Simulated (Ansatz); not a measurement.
The cell is built on a prototype and need not be the phase stable at ambient conditions.

Inside the gap of an insulator the Bloch states are evanescent, with a wavenumber k + iκ along the transport direction.

Here is the system:

```
Mg2TiO4
1.0
    5.93387     0.00000     0.00000
    0.00000     5.93387     0.00000
    2.96694    -2.96694     4.19588
Mg Ti O
4 2 8
Direct
  0.87500   0.37500   0.25000
  0.37500   0.87500   0.75000
  0.87500   0.87500   0.75000
  0.87500   0.87500   0.25000
  0.25000   0.25000   0.50000
  0.50000   0.50000   0.00000
  0.62677   0.11969   0.74646
  0.11969   0.62677   0.25354
  0.62677   0.62677   0.25354
  0.62677   0.62677   0.74646
  0.12323   0.63031   0.75354
  0.63031   0.12323   0.24646
  0.12323   0.12323   0.24646
  0.12323   0.12323   0.75354
```

Space group of this cell: Fd-3m, spinel. The cell was relaxed by PBE-D3(BJ); by r2SCAN its mean pressure is -0.9 GPa.

Transport runs along the normal of the first two printed cell vectors.

The gap is the functional's own, uncorrected, and κ follows it; spin-orbit coupling is left out. Mid-gap values are interpolated between the computed energies.

### Question
Compute, with r2SCAN (Ansatz, a first-principles code), the band gap and the smallest decay constant κ at mid-gap.

### Answer
Gap 4.98 eV on a 8×8×8 mesh; κ = 0.465 1/Å, at the zone centre.
